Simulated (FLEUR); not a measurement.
A self-consistent single point of Yb (Fm-3m, 1 atom in the cell) with FLEUR.

Level of theory: PBE, all-electron FLAPW (FLEUR), scalar-relativistic valence in FLEUR.

```xyz
1
Lattice="0.0000 2.7519 2.7519 2.7519 0.0000 2.7519 2.7519 2.7519 0.0000" Properties=species:S:1:pos:R:3 pbc="T T T"
Yb     0.0000     0.0000     0.0000
```

Reference input (self-consistent single point, DFT, PBE, all-electron FLAPW (FLEUR), scalar-relativistic valence): Kmax = 3.8 1/bohr; GmaxXC = 15.2 1/bohr; xcFunctional = pbe; jspins = 1; l_soc = F; mode = hist; fermiSmearingEnergy = 0.00367493 Htr; mesh (inpgen div1-3) = 7 7 7; inpgen gamma flag = false; Gmax = 15.2 1/bohr; numbands = 0; maxIterBroyd = 25. This run's input differs from it in these lines:

```diff
@@ -13,3 +13,3 @@
 &comp jspins=1 /
-&kpt div1=7 div2=7 div3=7 /
+&kpt div1=6 div2=6 div3=6 gamma=t /
 &end /
```

Log, with long lists cut:

```
 Iteration:     1   Distance:      72.29644312 me/bohr^3
 Iteration:     2   Distance:      14.14696152 me/bohr^3
 Iteration:     3   Distance:      10.91447049 me/bohr^3
 Iteration:     4   Distance:      17.28252618 me/bohr^3
 Iteration:     5   Distance:       2.42051763 me/bohr^3
   [... 13 lines left out ...]
 Iteration:    19   Distance:       0.00010505 me/bohr^3
 Iteration:    20   Distance:       0.00005884 me/bohr^3
 Iteration:    21   Distance:       0.00001847 me/bohr^3
 Iteration:    22   Distance:       0.00000313 me/bohr^3
 Run finished successfully
 Stop message:
   Structural relaxation: Done

[file out, last iteration]
             iter=     23
[...]
          total density-effective poten   -2.4250648741E+04
          total charge density-energy d   -2.9464683057E+02
 Updated energy parameters for spin:           1
[...]
 fermi energy and band-weighting factors:
    0.356903    0.517773    0.605921

[...]
FERMIE:
          first approx. to ef    (T=0)  :   0.184018 htr   (energy of the highest occ. eigenvalue)
          number of occ. states  (T=0)  :        192
          first approx. to seigv (T=0)  :  -4.996910 htr
          sum of weights of occ. states :  12.000000
          sum of semicore charge        :   0.000000 e
FERHIS:  Fermi-Energy by histogram:
          bandgap                     :   0.005348 htr
   [... lines left out ...]
          charge neutrality (T=0)     :   0.000000    (zero if the highest occ. eigenvalue is "entirely" occupied)
     EF_NEWTON:  Adjust Fermi-Energy by Newton-Method.
 Direct bandgap for spin            1 :    5.3482455852397748E-003  Htr
   [... lines left out ...]
 ---->    (input%tkb*entropy) TS=              0.0034931870 htr
 ---->    free energy=                    -14075.9320074466 htr
      extrapolation for T->0
 ---->    total electron energy=          -14075.9302608532 htr
 ***** TOTAL FORCES ON ATOMS *****
 TOTAL FORCE FOR ATOM TYPE=  1  X=  0.000   Y=  0.000   Z=  0.000
                       FX_TOT= 0.000000 FY_TOT= 0.000000 FZ_TOT= 0.000000
 Structural relaxation: Done
```

The run converged in 22 iterations. FLEUR gives forces in its relaxation mode, with a further iteration, so its stop message speaks of a relaxation. Against the reference run the free energy goes up by 15.3 meV/atom.

The starting cell comes from a database of computed structures (which also holds hypothetical and non-ambient phases and stackings), without a prior relaxation at this level. Its lattice was rescaled by a random factor within 2.5 % of one. Spin-orbit coupling is off. Spin polarisation is off. Values depend on the basis (sphere radii, cutoffs, local orbitals), which need not be converged. The log's line on a gap gives a spacing of levels on this mesh, which the program prints for metals too.

Cost on one core of a shared machine: roughly 40 s.
